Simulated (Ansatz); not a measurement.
# fcc Pt (1 1 0) on zinc-blende GaAs (1 1 0) (film strained to the substrate, started from cuts of the bulks and a machine-learned relaxation)

A periodic stack without vacuum, fcc Pt (1 1 0) on zinc-blende GaAs (1 1 0) (film strained to the substrate, started from cuts of the bulks and a machine-learned relaxation): substrate slab As8Ga8, film Pt16, surface cells [[0, -1], [1, -1]] and [[1, 0], [1, 2]], film strained by +2.3 and +2.3 %, outermost planes AsGa/AsGa and Pt/Pt as cut, which need not be the usual terminations and can put a slab off its formula.

The start was prepared with a machine-learned potential, and the result is one local minimum, with the in-plane cell held and forces under 0.04 eV/Å; the film can end far from its bulk form.

These are PBE (plane waves to 420 eV, PAW; Ansatz, a quantum-chemistry and plane-wave program) values and carry that method's errors. Spin–orbit coupling is left out; the runs are not spin-polarised; PBE gaps are too small against experiment. Its k-point mesh 9×6×1, Fermi–Dirac width 0.05 eV.

- interface area = 23.3 Å²
- period = 26.23 Å
- gaps between the outermost planes at the two interfaces = 0.69 and 0.69 Å
- Ga–Pt contacts across the interfaces within 1.22 times the sum of covalent radii = 12, mean 2.64 Å
- As–Pt contacts across the interfaces within 1.22 times the sum of covalent radii = 10, mean 2.63 Å
- estimate of the barrier = withheld, since the Fermi level falls at or inside a band of the host, which a slab this thin can't settle

```
GaPt2As
1.0
    4.06281     0.00007    -0.00192
    4.06263     5.74497     0.10174
    0.00390     0.93738    26.24984
As Ga Pt
8 8 16
Cartesian
  1.98930   1.50730   0.42568
  6.05458   4.42516   2.90995
  4.02148   1.43170   4.45311
  6.05114   4.26276   6.72210
  4.01908   1.35569   8.52890
  6.05105   4.18548  10.79545
  4.02185   1.36948  12.35636
  4.02931   4.12130  14.82104
  8.08575   5.75444   2.46008
  6.05082   4.14405   0.50026
  8.08288   5.68787   6.56658
  6.05289   2.78907   4.73965
  8.08244   5.55741  10.55997
  6.05055   2.77506   8.73067
  8.08871   6.76657  14.86527
  6.05357   2.68705  12.83799
  4.02408   4.02634  17.30088
 -0.04142   1.21214  17.28409
  6.05584   5.54826  15.98494
  1.99556   2.63834  15.48919
 -0.03939   1.16011  20.04836
  4.02201   4.01029  20.04763
  1.99124   2.59740  18.61335
  6.05274   5.47553  18.76454
  4.02456   3.97109  22.80033
 -0.04054   1.09481  22.84489
  6.05392   5.43896  21.49963
  1.99237   2.55936  21.42902
 -0.03858   0.98647  25.95596
  4.02385   3.91153  25.58189
  1.99244   2.47046  24.18897
  6.05424   5.39881  24.24710
```
